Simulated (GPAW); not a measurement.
**Quick settings and what they miss: FeSi (P2_13, 8 atoms in the cell)**

Self-consistent single point.

```
CELL_PARAMETERS angstrom
      4.44051     0.00000     0.00000
      0.00000     4.44051     0.00000
      0.00000     0.00000     4.44051
ATOMIC_POSITIONS crystal
  Fe 0.86309 0.63691 0.36309
  Fe 0.63691 0.36309 0.86309
  Fe 0.36309 0.86309 0.63691
  Fe 0.13691 0.13691 0.13691
  Si 0.15870 0.34130 0.65870
  Si 0.34130 0.65870 0.15870
  Si 0.65870 0.15870 0.34130
  Si 0.84130 0.84130 0.84130
```

Method: PBE, GPAW PAW datasets PBE (gpaw-data 1.0.1) (plane waves; GPAW).

Base settings: mode = pw; ecut = 850 eV; xc = PBE; kpts = 5 5 5; mesh shift (steps) = 0 0 0; occupations.name = methfessel-paxton; occupations.width = 0.1 eV; occupations.order = 1; nbands = -4; convergence.bands = -2; symmetry.symmorphic = false; symmetry.tolerance = 0.0005.

Tight run (finer mesh or higher cutoff; not a proven limit): ecut: 850 eV → 1190 eV; kpts: 5 5 5 → 7 7 7; convergence.energy: default → 2e-11 eV/electron; convergence.density: default → 2e-07 e/electron; convergence.eigenstates: default → 2e-15. It gave top of the valence band (on the code's own zero) 11.56 eV; gap on the k-point mesh 0.16 eV; pressure 3.77 GPa; largest force (vector length) 0.035 eV/Å.

Quick runs, as changes from the base:
- A: the base itself
- B: ecut: 850 eV → 425 eV; kpts: 5 5 5 → 2 2 2
- C: ecut: 850 eV → 680 eV; xc: PBE → LDA; kpts: 5 5 5 → 6 6 6; convergence.energy: default → 2e-05 eV/electron; convergence.density: default → 0.0002 e/electron; convergence.eigenstates: default → 2e-09; potentials: GPAW PAW datasets LDA (gpaw-data 1.0.1) [LDA (Perdew-Wang 92)]
- D: ecut: 850 eV → 510 eV; kpts: 5 5 5 → 1 1 1; occupations.name: methfessel-paxton → fermi-dirac; occupations.width: 0.1 eV → 0.272 eV; occupations.order: 1 → default; convergence.energy: default → 2e-06 eV/electron; convergence.density: default → 7e-05 e/electron; convergence.eigenstates: default → 2e-10
- E: kpts: 5 5 5 → 4 4 4; kpts_shift: 0 0 0 → 0.5 0.5 0.5; occupations.width: 0.1 eV → 0.136 eV; convergence.energy: default → 2e-06 eV/electron; convergence.density: default → 7e-05 e/electron; convergence.eigenstates: default → 2e-10

Energies are extrapolated to zero smearing width, which holds to low order in the width alone.

Dashes: pressure of B, C, D, not trusted under the cutoff at which GPAW's stress was checked; time of B, D, E, under 30 s; energy of C, another energy zero; gap of C, no gap found; gap of D, left out as unsure on this mesh or at this smearing.

Gaps are read on each run's own mesh, which may miss the band edges.

† marks runs with another functional, U, potentials or spin treatment: their distance from the tight run is not a convergence error alone.

The count of work is k-points × plane waves × bands × iterations; it is no time. Core times come from one kind of shared machine and are given to one figure; runs under 30 s give none.

The starting cell comes from a database of computed structures (which also holds hypothetical and non-ambient phases and stackings), without a prior relaxation at this level. Its lattice was rescaled by a random factor within 2.5 % of one. Spin polarisation is off. In the base run, with a pressure of about 3 GPa the cell is away from its equilibrium volume at this level.

| run | energy less tight (meV/atom) | pressure less tight (GPa) | largest miss in a force vector (eV/Å) | gap on the mesh less tight (eV) | count of work / tight | core time / tight (rough) |
|---|---|---|---|---|---|---|
| A | 2.2 | -0.27 | 0.001 | 0.019 | 0.13 | 0.2 |
| B | 51.1 | – | 0.028 | 0.030 | 0.014 | – |
| C† | – | – | 0.183 | – | 0.37 | 0.4 |
| D | 455.4 | – | 0.356 | – | 0.0035 | – |
| E | 3.5 | -0.23 | 0.006 | 0.005 | 0.070 | – |

Among the runs at the tight run's level, the energy misses run from 2.2 to 455.4 meV/atom.
